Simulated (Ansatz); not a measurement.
Consider GaP in the zinc blende structure (space group F-43m, No. 216; a = 5.451 Å).

Computed with Ansatz (a program for electronic structure) r2SCAN, without spin-orbit coupling.

Base values:

| Item | Value |
|---|---|
| Valley order | a point along ⟨100⟩, about 1.0 Å⁻¹ from Γ 1.85 eV; L along ⟨111⟩ 2.04 eV; Γ 2.36 eV |

Modification: the cell is scaled by 0.9850 in all directions; the atoms relax in the strained cell.

Task: What happens to the valley order?

Result: The valley order (the lowest conduction-band minima on the path, energy above the VBM, named in the base's zone) changes from a point along ⟨100⟩, about 1.0 Å⁻¹ from Γ 1.85 eV; L along ⟨111⟩ 2.04 eV; Γ 2.36 eV to a point along ⟨100⟩, about 1.0 Å⁻¹ from Γ 1.76 eV; L along ⟨111⟩ 2.19 eV; Γ 2.77 eV.

Whether these cells are dynamically stable was not tested.
